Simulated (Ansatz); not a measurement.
ZnGeP2: Cu on a Zn site, symmetric start

Base system: a 16-atom supercell of ZnGeP2 in the chalcopyrite structure (space group I-42d, No. 122; a = 5.500 Å, c = 10.844 Å) at its relaxed geometry.

It is then changed as follows: a neutral Cu on a Zn site, symmetric start, atoms relaxed at fixed cell.

Calculations: PBE, PAW, 420 eV (Ansatz, an electronic-structure program; no SOC). k-mesh 3×4×4 (Γ-centred); smearing 0.01 eV (Fermi–Dirac).

| quantity | base | changed | shift |
|---|---|---|---|
| pressure | 0.0 GPa | -1.3 GPa | -1.3 GPa |
| energy gained by relaxation | – | 0.13 eV | – |
| largest displacement of a host atom from its site in the perfect cell | – | 0.09 Å | – |

Final structure:

```yaml
crystal:
  lattice:
    - [-5.49991, 5.49991, 0.00000]
    - [2.74995, 2.74995, 5.42220]
    - [2.74995, 2.74995, -5.42220]
  atoms:
    - { symbol: Cu, position: [0.25000, 0.50020, 0.99980] }
    - { symbol: Zn, position: [0.75000, 0.00023, 0.49977] }
    - { symbol: Zn, position: [0.00273, 0.00030, 0.99977] }
    - { symbol: Zn, position: [0.49727, 0.50023, 0.49970] }
    - { symbol: Ge, position: [0.75000, 0.50053, 0.99947] }
    - { symbol: Ge, position: [0.25000, 0.99810, 0.50190] }
    - { symbol: Ge, position: [0.00387, 0.50177, 0.50282] }
    - { symbol: Ge, position: [0.49613, 0.99718, 0.99823] }
    - { symbol: P, position: [0.00252, 0.12752, 0.37687] }
    - { symbol: P, position: [0.49242, 0.62083, 0.87835] }
    - { symbol: P, position: [0.00758, 0.62165, 0.87917] }
    - { symbol: P, position: [0.49748, 0.12313, 0.37248] }
    - { symbol: P, position: [0.75200, 0.62345, 0.37499] }
    - { symbol: P, position: [0.25149, 0.13650, 0.87663] }
    - { symbol: P, position: [0.24851, 0.62337, 0.36350] }
    - { symbol: P, position: [0.74800, 0.12501, 0.87655] }
```

Other magnetic orders, which the real material may have, were not ruled out. In so small a cell the defect repeats every few ångströms: this is an ordered compound, not a dilute defect. A case with no gap was solved on a k-mesh chosen for an insulator, which is coarse for it. The defect started on the symmetric site and kept its symmetry, so it may sit on a saddle. Seeded moments were not kept for Cu on a Zn site. The defect cell is spin-polarised and ends with 0.0 μB.
